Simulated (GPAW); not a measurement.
Worked example: self-consistent single point of MgAl₃ (I4/mmm, 4 atoms in the cell) in GPAW.

Method: LDA (Perdew-Wang 92), GPAW PAW datasets LDA (gpaw-data 1.0.1) (plane waves; GPAW).

```xyz
4
Lattice="-2.0455 2.0455 4.1204 2.0455 -2.0455 4.1204 2.0455 2.0455 -4.1204" Properties=species:S:1:pos:R:3 pbc="T T T"
Mg     0.0000     0.0000     0.0000
Al     0.0000     0.0000     4.1204
Al     2.0455     0.0000     2.0602
Al     0.0000     2.0455     2.0602
```

Reference input (self-consistent single point, DFT PBEsol, plane waves, GPAW PAW datasets PBEsol (made by gpaw-setup)): mode = pw; ecut = 850 eV; xc = PBEsol; kpts = 8 8 8; mesh shift (steps) = 0 0 0; occupations.name = methfessel-paxton; occupations.width = 0.1 eV; occupations.order = 0; nbands = -10; convergence.forces = 0.001 eV/Å; symmetry.symmorphic = false; symmetry.tolerance = 0.0005. This run's input differs from it in these lines:

```diff
@@ -15,3 +15,3 @@
 calc = GPAW(mode=PW(850),
-            xc='PBEsol',
+            xc='LDA',
             kpts={'size': (8, 8, 8), 'gamma': True},
```

Its files differ too (potentials: GPAW PAW datasets LDA (gpaw-data 1.0.1)).

Output, abridged:

```
     iter     time        total  log10-change:
                         energy   eigst   dens  force
iter:   1 --:--:--   -14.484747
iter:   2 --:--:--   -14.498530   -0.81  -1.17
iter:   3 --:--:--   -14.465787   -1.49  -1.19
iter:   4 --:--:--   -14.459583   -3.02  -1.86
iter:   5 --:--:--   -14.447682   -3.48  -1.89
iter:   6 --:--:--   -14.447657   -5.16  -2.67
iter:   7 --:--:--   -14.447428c  -5.42  -2.67
iter:   8 --:--:--   -14.447411c  -5.54  -3.05
iter:   9 --:--:--   -14.447382c  -6.30  -3.15
iter:  10 --:--:--   -14.447382c  -7.12  -3.88
iter:  11 --:--:--   -14.447381c  -8.71c -4.33c
iter:  12 --:--:--   -14.447381c  -7.67c -4.36c -16.95c
Converged after 12 iterations.

Dipole moment: (-0.000000, 0.000000, 0.000000) |e|*Ang

Energy contributions relative to reference atoms: (reference = -25162.493939)

Kinetic:        +13.547916
Potential:       -6.068161
External:        +0.000000
XC:             -21.829988
Entropy (-ST):   -0.005046
Local:           -0.094625
SIC:             +0.000000
--------------------------
Free energy:    -14.449904
Extrapolated:   -14.447381

Showing only first 2 kpts
 Kpt  Band  Eigenvalues  Occupancy
  0     7      5.58175    2.00000
  0     8      5.58175    2.00000
  0     9      6.38821    0.00354
  0    10      6.38821    0.00354

  1     7      4.62903    2.00000
  1     8      4.78615    2.00000
  1     9      4.89544    2.00000
  1    10      5.81223    2.00000

Fermi level: 6.18196

No gap
No difference between direct/indirect transitions
Energy (eV): -14.447381

Forces in eV/Ang:
  0 Mg    0.00000   -0.00000    0.00000
  1 Al    0.00000    0.00000   -0.00000
  2 Al    0.00000   -0.00000    0.00000
  3 Al    0.00000    0.00000    0.00000

Stress tensor:
     0.003429     0.000000     0.000000
     0.000000     0.003429     0.000000
     0.000000     0.000000     0.009275
Stress (GPa, Voigt): [0.5494 0.5494 1.486  0.     0.     0.    ]
```

The run converged in 12 iterations. GPAW prints stress with tension positive. Against the reference run the pressure goes from 1.06 to -0.86 GPa.

The starting cell comes from a database of computed structures (which also holds hypothetical and non-ambient phases and stackings), without a prior relaxation at this level.

Cost on one core of a shared machine: roughly 90 s.
